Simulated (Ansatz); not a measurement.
**SnI4 (P-43m, No. 215; start mp-571436; another space group than a measured phase of this formula): smallest direct gap on the k points sampled by level of theory**

No measured value is used here.

```
level (code)         value (eV)
-------------------  ----------
LDA (Ansatz)                ___
PBEsol+SOC (Ansatz)        0.32
HSE06+SOC (Ansatz)         1.18
PBE0 (Ansatz)              2.16
```

Problem. Fill in the missing entries.

Solution. 
- LDA (Ansatz, an electronic-structure program), value (eV): 0.46

Computed values are for a static lattice. Levels without +SOC have no spin–orbit coupling; where heavier elements are present it shifts gaps, mostly down, and can invert bands.  Values are at the PBE-D3(BJ) cell. Cutoffs and k meshes differ between the levels. Ansatz's density-functional and Hartree–Fock values are scalar-relativistic unless marked +SOC, with PAW data made under PBE.

A start named mp-… is a Materials Project structure, which can be a computed phase never made.
